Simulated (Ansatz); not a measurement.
How the smallest direct gap on the k points sampled of Ta2O5 (Pbam, No. 55, 14 atoms in the cell; start mp-1104837) moves with the method

No measured value is used here.

```json
[
 {"level (code)": "LDA (Ansatz)", "value (eV)": "2.08"},
 {"level (code)": "PBEsol (Ansatz)", "value (eV)": "2.17"},
 {"level (code)": "r²SCAN (Ansatz)", "value (eV)": "2.68"},
 {"level (code)": "dielectric-dependent PBEsol hybrid (Ansatz)", "value (eV)": "3.66"},
 {"level (code)": "HSE06 (Ansatz)", "value (eV)": "3.74"},
 {"level (code)": "PBE0 (Ansatz)", "value (eV)": "4.50"}
]
```

Computed values are for a static lattice. Levels without +SOC have no spin–orbit coupling; where heavier elements are present it shifts gaps, mostly down, and can invert bands.  Values are at the PBEsol cell. Cutoffs and k meshes differ between the levels. Ansatz's density-functional and Hartree–Fock values are scalar-relativistic unless marked +SOC, with PAW data made under PBE.

A start named mp-… is a Materials Project structure, which need not be a measured phase.

Ansatz is a program for electronic structure.
